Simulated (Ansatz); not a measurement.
The parent structure is BAs (space group P6_422, No. 181; a = 3.429 Å, c = 7.403 Å; a hypothetical phase, not in the database extracts checked).

One thing is altered: every lattice vector is stretched by 2.49 %, atoms relaxed at fixed cell.

Levels (all Ansatz, a quantum-chemistry and plane-wave program, PAW): PBEsol (420 eV, without spin-orbit coupling); r2SCAN (500 eV, without spin-orbit coupling).

The geometry is relaxed with PBEsol.

| Item | Value |
|---|---|
| PBEsol width of the top valence band | 2.80 eV |
| PBEsol pressure | -9.28 GPa |
| PBEsol smallest direct gap | 1.86 eV |
| PBEsol lowest conduction level above the VBM at special points | K 0.43 eV; M 0.51 eV; L 1.69 eV; A 1.75 eV |

Q: What does r2SCAN give at this geometry for the width of the top valence band, pressure, smallest direct gap and lowest conduction level above the VBM at special points?

A: The width of the top valence band grows by 0.07 eV to 2.87 eV; the pressure grows by 2.15 GPa (-9.28 GPa → -7.13 GPa); the smallest direct gap goes up by 0.27 eV, from 1.86 eV to 2.13 eV; the lowest conduction level above the VBM at special points becomes K 0.65 eV; M 0.76 eV; L 2.01 eV; A 2.18 eV (PBEsol: K 0.43 eV; M 0.51 eV; L 1.69 eV; A 1.75 eV).

Single points use the geometry relaxed with PBEsol. Their cutoffs differ, which shifts pressures a little. The cells carry an imposed strain or load. Stability against distortions was not tested. The base started in P3_121 and relaxed to P6_422 at this level.
